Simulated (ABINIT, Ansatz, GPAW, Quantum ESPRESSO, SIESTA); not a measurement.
**One structure in several programs: In (I4/mmm, 1 atom in the cell)**

Self-consistent single point.

```
CELL_PARAMETERS angstrom
     -1.62500     1.62500     2.47500
      1.62500    -1.62500     2.47500
      1.62500     1.62500    -2.47500
ATOMIC_POSITIONS crystal
  In 0.00000 0.00000 0.00000
```

Shared settings, as Ansatz (a program for electronic structure) writes them: kpoints.mp_grid.grid = 15 15 15; scf.occupations.method = fermi_dirac; scf.occupations.width = 0.1 eV. Potentials and cutoffs stand in the table.

| code | model | pressure (GPa) | cutoff |
|---|---|---|---|
| GPAW | PBEsol, GPAW PAW datasets PBEsol (made by gpaw-setup) | -1.30 | 600 eV |
| Quantum ESPRESSO | PBEsol, PSlibrary ultrasoft (PBE) pseudopotentials | -2.52 | 50 Ry |
| SIESTA | GGA PBEsol, numerical atomic orbitals DZP, PseudoDojo PBEsol standard norm-conserving potentials (rewritten from UPF to PSML) | -1.83 | grid 300 Ry |
| ABINIT | PBEsol, norm-conserving pseudopotentials (PseudoDojo nc-sr-04 PBEsol standard) | -0.92 | 35 Ha |
| Ansatz | PBEsol, default PAW files made with PBE | -0.98 | 420 eV |

The spread over the programs that give each value: pressure within 1.60 GPa.

SIESTA uses small atom-centred bases, whose incompleteness enters pressures, forces and empty levels differently from a plane-wave cutoff. Ansatz's pressure is given at a fixed set of plane waves, as the other plane-wave codes print theirs; with its correction for the finite basis it is -0.95 GPa. In the pressure, Quantum ESPRESSO (by 1.38) lies more than 1 GPa from the median of the plane-wave programs.

The starting cell has typed, rounded lattice constants, without a prior relaxation at this level.

Left out of this page: Elk and FLEUR (not drawn, or without a comparable value).

Keys are those of Ansatz 0.2.
